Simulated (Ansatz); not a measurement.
Input and output of a self-consistent single point for Cs3Al2F9 (P6_3/mmc, 28 atoms in the cell) (Ansatz, a first-principles code).

Level of theory: r2SCAN, default PAW files made with PBE (plane waves; Ansatz).

```xyz
28
Lattice="6.3373 0.0000 0.0000 -3.1686 5.4883 0.0000 0.0000 0.0000 14.9165" Properties=species:S:1:pos:R:3 pbc="T T T"
Cs     0.0000     3.6588    11.1874
Cs     3.1687     1.8294     3.7291
Cs     0.0000     3.6588     6.3649
Cs     3.1687     1.8294    13.8232
Cs     0.0000     3.6588     1.0934
Cs     3.1687     1.8294     8.5517
Al     0.0000     0.0000     2.4657
Al     0.0000     0.0000     9.9240
Al     0.0000     0.0000     4.9926
Al     0.0000     0.0000    12.4508
F      0.0000     1.5422     3.7291
F      5.0017     0.7711    11.1874
F      1.8331     4.7172     3.7291
F      3.1686     3.9461    11.1874
F     -1.8331     4.7172     3.7291
F      1.3356     0.7711    11.1874
F      1.2595     0.7272     1.4290
F      0.0000     1.4544     8.8873
F      5.0778     0.7272     1.4290
F      1.9091     4.7611     8.8873
F      3.1686     4.0339     1.4290
F     -1.9091     4.7611     8.8873
F      3.1686     4.0339     6.0293
F      1.9091     4.7611    13.4875
F      5.0778     0.7272     6.0293
F      0.0000     1.4544    13.4875
F      1.2595     0.7272     6.0293
F     -1.9091     4.7611    13.4875
```

Reference input (self-consistent single point, DFT, r2SCAN, plane waves, default PAW files made with PBE): basis.ecutwfc = 500 eV; kpoints.mp_grid.grid = 3 3 2; hamiltonian.xc = r2scan; hamiltonian.pseudopotentials = {kind: paw} (the program's default PAW files); scf.occupations.method = cold; scf.occupations.width = 0.1 eV. This run's input differs from it in these lines:

Ansatz 0.2 input:
```diff
@@ -38,3 +38,3 @@
 kpoints:
-  mp_grid: { grid: [3, 3, 2] }
+  mp_grid: { grid: [5, 5, 2] }
 hamiltonian:
```

The program printed (abridged):

```
SCF iter   1: F=—  HF=-50896.665180 eV  |F-HF|=—  |Δ(HF+E_count)|=         —  Δρ=7.46e-3  dr2=3.27e-1  dr2_τ=7.29e-1  ethr=1.77e-3  ⟨swp⟩=9.2  Hψ=6164  notcnv=0  defer=19
all-band conjugate gradients solve this SCF's bands
preconditioner: auto → Resta (q_TF=auto, 2.312 Å⁻¹)
SCF iter   2: F=—  HF=-50897.294425 eV  |F-HF|=—  |Δ(HF+E_count)|=   6.29e-1  S|Δr|=    0.00e0  Δρ=3.54e-3  dr2=4.42e-2  dr2_τ=6.28e-3  ethr=1.70e-4  ⟨swp⟩=2.0  Hψ=2427  notcnv=0  defer=228
   [... lines left out ...]
SCF iter   6: F=—  HF=-50897.282685 eV  |F-HF|=—  |Δ(HF+E_count)|=   1.76e-4  S|Δr|=    0.00e0  Δρ=3.03e-5  dr2=4.17e-6  dr2_τ=3.46e-7  ethr=3.82e-8  ⟨swp⟩=2.0  Hψ=1984  notcnv=0  defer=228
SCF iter   7: F=—  HF=-50897.282686 eV  |F-HF|=—  |Δ(HF+E_count)|=   1.26e-6  S|Δr|=    0.00e0  Δρ=1.00e-5  dr2=5.71e-7  dr2_τ=2.91e-8  ethr=2.17e-9  ⟨swp⟩=2.0  Hψ=1972  notcnv=0  defer=228
SCF iter   8: F=-50897.282686 eV  HF=-50897.282686 eV  |F-HF|=1.70e-9  |Δ(HF+E_count)|=   7.77e-8  S|Δr|=    0.00e0  Δρ=1.61e-6  dr2=1.61e-8  dr2_τ=6.27e-10  ethr=5.21e-11  ⟨swp⟩=12.7  Hψ=6716  notcnv=0
SCF 1 converged in 8 iterations: F = -50897.282686 eV  dr2 = 1.61e-8
Stability not checked (fill_not_monotonic)
Free energy (F): -50897.282686 eV
Internal energy: -50897.282686 eV  (E = F + TS)
E sigma→0 (E₀):  -50897.282686 eV
Fermi energy:    4.660399 eV
--- Forces (eV/Å), atoms counted from 1 ---
  atom   1  Cs    -0.00000000     0.00000000     0.00000000
  atom   2  Cs     0.00000000    -0.00000000     0.00000000
  atom   3  Cs    -0.00000000     0.00000000     0.33612011
  atom   4  Cs     0.00000000    -0.00000000     0.33612011
  atom   5  Cs    -0.00000000     0.00000000    -0.33612011
   [... 19 lines left out ...]
   [... lines left out ...]
  atom  28  F      0.21388542    -0.12348682    -1.26434958
--- Stress (GPa, compression-positive) ---
       -4.227273      -0.000000       0.000000
        0.000000      -4.227273       0.000000
        0.000000       0.000000      -3.636233
  P = ⅓ Tr σ = -4.0303 GPa (-40.303 kbar)
  The stress holds the Pulay correction. Without it, at fixed plane waves, as pw.x and ABINIT print it: P = -4.0999 GPa
```

The run converged in 8 iterations. Against the reference run the free energy is nearly the same (within 1 meV/atom), the pressure stays at -4.03 GPa, the largest force stays at 4.310 eV/Å and the gap on the mesh goes from 6.674 to 6.684 eV.

The starting cell comes from a database of published, mostly measured structures (it also holds non-ambient and calculated ones), without a prior relaxation at this level. Its lattice was rescaled by a random factor within 2.5 % of one. With a pressure of about -4 GPa the cell is away from its equilibrium volume at this level. Forces in this geometry exceed 1 eV/Å. Ansatz's pressure includes its estimate of the finite-basis (Pulay) stress.

Cost on one core of a shared machine: roughly 80 s.
